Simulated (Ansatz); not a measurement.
Consider this model of amorphous Sb22Se33.

```xyz
55
Lattice="13.5253 0.2027 0.8380 0.2027 10.3778 -0.4780 0.8380 -0.4780 11.0442" Properties=species:S:1:pos:R:3 pbc="T T T"
Sb     9.3066     7.1839     9.3404
Sb     2.7058     7.7172     3.1127
Sb     4.4061     3.5542     6.7095
Sb    11.0358     5.4261     4.9493
Sb     4.8283     3.4954    10.5495
Sb    13.3478     8.9466     5.6070
Sb     8.2250     1.2525     9.5594
Sb     9.2721     8.7180     5.8753
Sb    10.4021     8.5856     2.6209
Sb    12.8254     4.8287     1.4899
Sb    11.2580     2.0979     7.4020
Sb     2.9663     8.2537     7.1435
Sb     5.7246     5.8696     4.8133
Sb     1.7925     1.7472     5.8150
Sb    12.1633    -0.0033    10.8634
Sb     3.0006     6.1520    10.1940
Sb     8.9150     4.9551     0.7718
Sb     1.0080     1.3633     1.1978
Sb     8.2820     1.7302     4.5138
Sb     6.3930     7.9110     1.9644
Sb    13.6295     5.6400     8.3335
Sb     4.9941     0.6346     1.2730
Se     4.0247     0.9621     6.8898
Se     4.7227     8.4973     4.7081
Se    11.8888     7.4056     7.2641
Se     4.2405     5.5387     2.6684
Se     2.2021     0.4216     3.5792
Se     8.0022     6.4669     3.4905
Se     7.0292     9.4654     9.6240
Se     6.1396     3.0942     0.8675
Se    13.8574     0.2559     8.1032
Se    13.7982     2.0672    10.6990
Se     5.9899     2.9832     4.3298
Se     4.8040     6.8744     8.4312
Se     8.1969     9.7449     1.4821
Se    10.6042     7.0585     0.5010
Se     7.1111     0.0365     6.1506
Se    12.8567     6.8826     3.4992
Se     1.0710     7.6441     9.1151
Se     6.3677     3.5538     8.4013
Se    10.0485     1.4727    11.5289
Se    10.8894     3.6700     2.8986
Se     7.8414     6.9123     7.1536
Se     7.4671     5.8871    10.8386
Se    11.3307     0.4405     5.3065
Se    10.2258     9.9372     8.0539
Se     9.1251     3.3914     6.3816
Se     1.9369     6.2424     5.7281
Se    12.9336     3.9339     6.0874
Se    12.2413    10.3006     1.7768
Se     2.4071     3.8532     8.6934
Se     3.9516     0.9337    10.5177
Se     3.2001     8.7966     0.7253
Se    10.5187     4.6530     9.2279
Se     1.4053     3.8012     2.0351
```

Calculation: PBE-D3(BJ), scalar-relativistic without spin-orbit coupling, PAW (Ansatz default set, large-core Se) (plane waves to 420 eV; Ansatz, an electronic-structure program).

Preparation: random packing, a CHGNet melt and quench, and a DFT relaxation. The hot cell started wider than the set density and was brought back towards it in steps. It is the lowest in DFT energy of 3 quenches. It is a model cell: composition and starting density were chosen by hand, and all elements were melted together. The geometry includes D3(BJ) dispersion. Its density started from a set value of 5.25 and ended at 5.70 g/cm³. The simulated quench (nominally 79 K/ps over its main leg) is rapid and tends to freeze in more defects than a deposited or slowly cooled glass has. Values belong to this one cell and scatter from quench to quench. Volume and shape were free in the relaxation. On a 2×2×2 Γ-centred mesh force components of up to 0.41 eV/Å stay, since the relaxation ran on one k-point at (1/4, 1/4, 1/4).

Cut-offs for bonds: Sb-Sb 3.34 Å, Sb-Se 3.04 Å, Se-Se 2.76 Å.

**Question.** Give the coordination numbers, mean bond lengths and angles.

**Answer.** 
```json
{
  "Mean coordination of Sb": "3.82 (9 with 3, 9 with 4, 3 with 5, 1 with 6)",
  "Mean coordination of Se": "2.36 (21 with 2, 12 with 3)",
  "Mean Sb-Se bond": "2.734 Å (spread 0.120 Å, 78 counted)",
  "Mean Sb-Sb bond": "3.272 Å (spread 0.023 Å, 3 counted)",
  "Bond angle at Sb": "mean 100.3°, spread 26.0°",
  "Bond angle at Se": "mean 100.7°, spread 18.2°"
}
```

**Question.** List the pairs of like atoms that count as bonded by the rules above.

**Answer.** Sb3-Sb14 (3.30 Å), Sb3-Sb13 (3.27 Å), Sb5-Sb16 (3.24 Å).
